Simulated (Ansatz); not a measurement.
An Ansatz (a program for electronic structure) run: Al with a change (biaxial strain −3.00 %, plane normal [001], relaxed out of plane); LDA/PAW in Ansatz, no SOC.

Input:

Ansatz 0.2 input:
```yaml
crystal:
  lattice:
    - [2.7325116654, 0, 0]
    - [0, 2.7325116654, 0]
    - [1.3662558327, -1.3662558327, 2.0218146301]
  atoms:
    - { symbol: Al, position: [0, 0, 0] }
basis: { ecutwfc: 420, ecutrho_ratio: 4, xc_grid: 2, fft_grid_basis: typed }
kpoints: { mp_grid: { grid: [28, 28, 28] } }
hamiltonian:
  xc: lda
  dispersion: none
  pseudopotentials: { kind: paw }
scf: { occupations: { method: fermi_dirac, width: 0.1 } }
relax: { f_tol: 0.005, max_steps: 50, cell: { stress_tol: 0.01, fix: [a, b, gamma] } }
output: { forces: true, stress: true }
checkpoint: { write: state.ck, write_every: 1000 }
```

Output (explanatory and most iteration lines left out):

```
Relaxation: its limit of steps is 50 (relax.max_steps)
Pseudopotential: Al, paw, valence charge 3
Crystal: 1 atoms, lattice volume = 15.096 Å³
Basis set: ecut = 420 eV, 299 PW (Γ), exchange–correlation on 40×40×40 points (8 copies of the dense FFT grid, shifted against one another)
Bands: 6, of which v1, the nominal top of the filled ones, is band 2 counted from 1 (1 counted from 0)
Symmetry: 16 space group operations
Space group: I4/mmm (ITA 139), of the structure as read, at distance tolerance 2.5e-5 Å
k-points: 1639 of 21952
Functional: x = slater, c = lda
SCF iter   1: F=—  HF=-512.871584 eV  |F-HF|=—  |Δ(HF+E_count)|=         —  Δρ=3.61e-3  dr2=1.85e-3  ethr=1.77e-3  ⟨swp⟩=4.9  Hψ=87187  notcnv=0
SCF iter   2: F=—  HF=-512.870892 eV  |F-HF|=—  |Δ(HF+E_count)|=   6.92e-4  Δρ=1.64e-3  dr2=3.68e-4  ethr=6.15e-5  ⟨swp⟩=1.0  Hψ=22957  notcnv=0  defer=5
SCF 1 converged in 6 iterations: F = -512.870730 eV  dr2 = 4.03e-15
relax step   1: F+E_penalty+E_count = -512.87072974 eV  Δ(F+E_penalty+E_count) = +0.000e0 eV  max|allowed force component| = 0.000e0 eV/Å  Δτ_max = 0.0000 Å  P = +4.472 GPa  Ω = 15.096 Å³  fix = [a, b, gamma]  reactions: a +5.529, b +5.529 GPa  (6 SCF iters, dr2 threshold 1.00e-7 eV, accepted)
[... steps on the carried basis left out ...]
relax step   6: F+E_penalty+E_count = -512.87263498 eV  Δ(F+E_penalty+E_count) = +1.568e-6 eV  max|allowed force component| = 0.000e0 eV/Å  Δτ_max = 0.0000 Å  P = +2.927 GPa  Ω = 15.358 Å³  energy of the carried Pulay correction = -2.065e-6 eV  fix = [a, b, gamma]  reactions: a +4.390, b +4.390 GPa  (3 SCF iters, dr2 threshold 3.49e-9 eV, accepted)
Crystal: 1 atoms, lattice volume = 15.358 Å³
SCF iter   1: F=—  HF=-512.872637 eV  |F-HF|=—  |Δ(HF+E_count)|=         —  Δρ=3.59e-7  dr2=3.35e-12  ethr=3.19e-9  ⟨swp⟩=3.2  Hψ=117420  notcnv=0
SCF iter   2: F=—  HF=-512.872637 eV  |F-HF|=—  |Δ(HF+E_count)|=  1.61e-10  Δρ=1.80e-7  dr2=7.91e-13  ethr=1.12e-13 (applied; sched 1.00e-12)  ⟨swp⟩=2.3  Hψ=12675  notcnv=0
SCF 7 converged in 3 iterations: F = -512.872637 eV  dr2 = 1.23e-15
SCF converged after 3 iterations
Free energy (F): -512.872637 eV
Internal energy: -512.860553 eV  (E = F + TS)
E sigma→0 (E₀):  -512.866595 eV
Entropy (-TS):   -0.012084 eV (-12.084 meV/atom)
Fermi energy:    8.493903 eV
--- Forces (eV/Å), atoms counted from 1 ---
  atom   1  Al     0.00000000     0.00000000     0.00000000
--- Stress (GPa, compression-positive) ---
        4.389913       0.000000       0.000000
        0.000000       4.389913       0.000000
        0.000000       0.000000       0.000809
  P = ⅓ Tr σ = 2.9269 GPa (29.269 kbar)
--- Relaxed structure (5 steps of the walk, 5 accepted, 2 SCFs on fresh bases) ---
  cell:  # Å, volume = 15.3583 Å³
    - [2.7325116654, 0.0, 0.0]
    - [0.0, 2.7325116654, 0.0]
    - [1.3662558327, -1.3662558327, 2.0569254251121643]
  atoms:
    - { symbol: Al, position: [0.0, 0.0, 0.0] }
```

Stability against distortions was not tested. The cell was made from Al in the fcc (Cu type) structure (space group Fm-3m, No. 225) by this change: biaxial strain −3.00 %, plane normal [001], relaxed out of plane.
